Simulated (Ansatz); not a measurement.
TaCuN2 (R-3m, No. 166, 4 atoms in the cell; start mp-8927) was calculated with LDA (Ansatz, a first-principles code, PAW).

Settings: plane-wave cutoff 520 eV, 12×12×12 k mesh, Fermi–Dirac smearing 0.01 eV, no spin polarisation, scalar-relativistic PAW data made under PBE.

Cell (relaxed at this level):

Space group R-3m, hexagonal axes (No. 166); a = b = 3.1009 Å, c = 17.1802 Å, α = β = 90.00°, γ = 120.00°

```tsv
atom	site	symmetry	x	y	z
Ta	3b	-3m	0.0000	0.0000	0.5000
Cu	3a	-3m	0.0000	0.0000	0.0000
N	6c	3m	0.0000	0.0000	0.1053
```
(The calculation used a cell of 4 atoms; values per cell refer to that cell.)

Estimate the band gap, smallest direct gap on the k points sampled and Γ–Γ gap that the calculation returns.


band gap: 0.32 eV
smallest direct gap on the k points sampled: 0.76 eV
Γ–Γ gap: 2.32 eV

Spin–orbit coupling is not included.

The computed numbers hold no vibrational or temperature effects.

It cost roughly 24 core-seconds of CPU time.

A start named mp-… is a Materials Project structure, which need not be a measured phase.
